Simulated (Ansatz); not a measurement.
# Hypothetical rock salt BeTe, pressure series

Start from BeTe in the rock salt structure (space group Fm-3m, No. 225; a = 5.370 Å; a hypothetical phase, not in the database extracts checked).

Cell and atoms are relaxed at each pressure.

Computed with r2SCAN, PAW, 500 eV (Ansatz, an electronic-structure program; no spin-orbit coupling).

Notes on the quantities. enthalpy: H = E + PV relative to the base's energy.

```csv
change,shortest interatomic distance,enthalpy,density
base,268.5 pm,–,5.86 g/cm³
pressure −2 GPa,271.3 pm,-0.25 eV/atom,5.68 g/cm³
pressure −1 GPa,269.9 pm,-0.12 eV/atom,5.77 g/cm³
pressure 3 GPa,264.9 pm,+0.35 eV/atom,6.10 g/cm³
pressure 7 GPa,…,+0.81 eV/atom,…
pressure 15 GPa,254.6 pm,+1.66 eV/atom,6.88 g/cm³
pressure 30 GPa,246.1 pm,+3.13 eV/atom,7.61 g/cm³
pressure 50 GPa,238.3 pm,+4.90 eV/atom,8.38 g/cm³
pressure 75 GPa,231.2 pm,+6.91 eV/atom,9.18 g/cm³
pressure 100 GPa,225.8 pm,+8.77 eV/atom,9.86 g/cm³
```

**Question.** Complete the table.

**Answer.** 
- pressure 7 GPa, shortest interatomic distance: 260.9 pm
- pressure 7 GPa, density: 6.39 g/cm³

Load acts through the strain it causes; cell and atoms are relaxed under it. No phonon test of stability was made. No other phases were tried under pressure. The final runs are not spin-polarised.
